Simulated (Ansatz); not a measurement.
Consider the following.

```
Ru
1.0
    2.70317     0.00000     0.00000
   -1.35158     2.34101     0.00000
    0.00000     0.00000     4.23687
Ru
2
Direct
  0.33333   0.66667   0.25000
  0.66667   0.33333   0.75000
```

Level of theory: PBEsol, DFPT electron-phonon coupling, linearised Boltzmann equation (plane waves, PAW, scalar-relativistic; Ansatz, a first-principles code). Condition of this run: biaxial stress xx = yy = -3 GPa (compression positive) (the target of the relaxation). Geometry: relaxed with this functional, without spin-orbit coupling, then loaded as said.

Question: Estimate the phonon-limited resistivity at 300 K, by direction if it differs.

Answer: 7.0 (x), 7.0 (y), 5.2 (z) μΩ·cm.

Question: And the electrons' mean free path at that temperature?

Answer: 9.1 (x), 9.1 (y), 8.6 (z) nm, weighted by the current that each state carries. Wires not much wider than this gain resistivity from their walls.

A metal at this level (no band gap). Only scattering by harmonic phonons is included (no impurities, grain boundaries, electron-electron scattering or thermal expansion). Spin-orbit coupling is left out. Halving the electron mesh (36x36x20) moves the resistivity by up to 5 % at 300 K, the mean free path by up to 4 %. Smearing 0.20 eV; phonons on a 6x6x3 q mesh, which this run doesn't test.
